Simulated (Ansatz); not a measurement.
# Response to strain in hypothetical anti-perovskite Mn3SiN

Take Mn$_{3}$SiN in the anti-perovskite structure (space group Pm-3m, No. 221; ferromagnetic; a hypothetical phase, not in the database extracts checked) as the base.

```xyz
5
Lattice="3.7191 0.0000 0.0000 0.0000 3.7191 0.0000 0.0000 0.0000 3.7191" Properties=species:S:1:pos:R:3 pbc="T T T"
Mn     0.0000     1.8596     1.8596
Mn     1.8596     0.0000     1.8596
Mn     1.8596     1.8596     0.0000
Si     0.0000     0.0000     0.0000
N      1.8596     1.8596     1.8596
```

Cartesian axes are those of the cell as printed.

Strains are applied to the cell and any free atomic positions relax; under biaxial strain the out-of-plane vector relaxes too.

Levels (all Ansatz, an electronic-structure program, PAW): PBE (420 eV, scalar-relativistic without spin-orbit coupling); PBEsol (420 eV, no spin-orbit coupling).

The base cell above is that of PBE; each level relaxes its own structures.

Notes on the quantities. pressure: mean of the normal stresses, compression positive.

```tsv
case	pressure, PBE	pressure, PBEsol
biaxial strain +3.15 %, plane normal [001], relaxed out of plane	-9.7 GPa	-11.1 GPa
isotropic strain +3.47 %	-19.1 GPa	___
tensor shear ε_xz = −1.41 %	0.1 GPa	___
tensor shear ε_xz = −1.45 %	0.1 GPa	0.2 GPa
```

Problem. What belongs in the blanks?

Solution. 
- isotropic strain +3.47 %, pressure, PBEsol: -22.6 GPa
- tensor shear ε_xz = −1.41 %, pressure, PBEsol: 0.1 GPa

The two levels differ by at most about 3.5 GPa. Near ties aside, they put the cases in the same order.

Other magnetic orders, which the real material may have, were not ruled out. Without a gap, meshes like the base's 13×13×13 leave anisotropic stresses uncertain by several tenths of a GPa, and small strain energies with them. Stability against distortions was not tested.
